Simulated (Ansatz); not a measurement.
# GaSb, response to strain

The parent structure is GaSb in the zinc blende structure (space group F-43m, No. 216; a = 6.112 Å). Axes: x, y, z lie along the cube axes.

Strains are applied to the cell and any free atomic positions relax; under biaxial strain the out-of-plane vector relaxes too.

Computed with PBEsol (Ansatz, a quantum-chemistry and plane-wave program; PAW; 420 eV plane waves; scalar-relativistic without spin-orbit coupling), earlier PAW set.

Candidates:
(a) isotropic strain −3.83 %
(b) uniaxial strain ε_yy = +2.55 %
(c) biaxial strain +2.39 %, plane normal [110], relaxed out of plane

Notes on the quantities. energy relative to the base: free energy F.

Order them by energy relative to the base, highest first.

(a) isotropic strain −3.83 % (+70 meV/atom), (c) biaxial strain +2.39 %, plane normal [110], relaxed out of plane (+11 meV/atom), (b) uniaxial strain ε_yy = +2.55 % (+4.6 meV/atom)

A biaxial case was relaxed in a doubled cell and then solved in the primitive one. No phonon test of stability was made. The final runs are not spin-polarised.
